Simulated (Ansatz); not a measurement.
A computed series for LaAs: pressure series

Base system: LaAs in the rock salt structure (space group Fm-3m, No. 225; a = 6.201 Å; a model cell).

Cell and atoms are relaxed at each pressure.

Method: r2SCAN (Ansatz, a first-principles code, PAW, spin-orbit coupling left out).

```tsv
pressure (GPa)	volume per atom (Å³/atom)
-2	30.732
-1	30.250
0	29.806
1.8	29.079
4.2	28.231
18	24.867
30	?
45	21.283
60	19.977
```

Fit the third-order Birch–Murnaghan form P(V) = (3B₀/2)[(V₀/V)^(7/3) − (V₀/V)^(5/3)]·[1 + (3/4)(B₀′ − 4)((V₀/V)^(2/3) − 1)] (squares taken in P) to the rows shown and predict the withheld row.

Least squares on the printed values gives V₀ = 29.804 Å³/atom, B₀ = 70.8 GPa, B₀′ = 3.8; this predicts 22.985 Å³/atom, and the run gives 22.985 Å³/atom, in agreement.

Load acts through the strain it causes; cell and atoms are relaxed under it. Whether these cells are dynamically stable was not tested. No other phases were tried under pressure. All final runs are without spin polarisation.
